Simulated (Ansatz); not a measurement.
## What uniaxial strain ε_zz = +1.50 % does to NaCl

Start from NaCl in the rock salt structure (space group Fm-3m, No. 225; a = 5.6015 Å). Axes: x, y, z lie along the cube axes.

Perturbation: uniaxial strain ε_zz = +1.50 %, all other strain components held at zero, atoms relaxed at fixed cell.

The values are results of Ansatz (an electronic-structure program) PBEsol, no spin-orbit coupling, not measurements. k-mesh 10×10×10 (Γ-centred); smearing 0.05 eV (Fermi–Dirac).

- Volume per atom: 22.30 Å³ (base 21.97 Å³)
- Shortest interatomic distance: 2.801 Å (base 2.801 Å)
- Energy relative to the base (free energy F): +0.8 meV/atom
- Pressure (mean of the normal stresses, compression positive): -0.35 GPa (base 0.01 GPa)
- Band gap: 4.95 eV (base 5.01 eV)
- Gap character: direct at Γ (base direct at Γ)
- Electron mass: 0.39 mₑ (at Γ) (base 0.39 mₑ (at Γ))
- Hole mass: 0.60 mₑ along z, 2.8 mₑ across (at Γ)
- Valence-band top at Γ (three highest levels, from the VBM): 0.00, -0.01, -0.01 eV (base 0.00, 0.00, 0.00 eV)
- Stress (xx, yy, zz, yz, xz, xy; compression positive): (-0.16, -0.16, -0.73, 0.00, 0.00, 0.00) GPa

Final structure:

```yaml
crystal:
  lattice:
    - [0.00000, 2.80073, 2.84275]
    - [2.80073, 0.00000, 2.84275]
    - [2.80073, 2.80073, 0.00000]
  atoms:
    - { symbol: Na, position: [0.00000, 0.00000, 0.00000] }
    - { symbol: Cl, position: [0.50000, 0.50000, 0.50000] }
```

Cost of the whole job for the changed cell (relaxation, final SCF and bands): very roughly 16 core-seconds.

Effective masses come from finite differences of ±0.01 Å⁻¹. No phonon test of stability was made. Labels are those of the standard path for the cell's own space group.
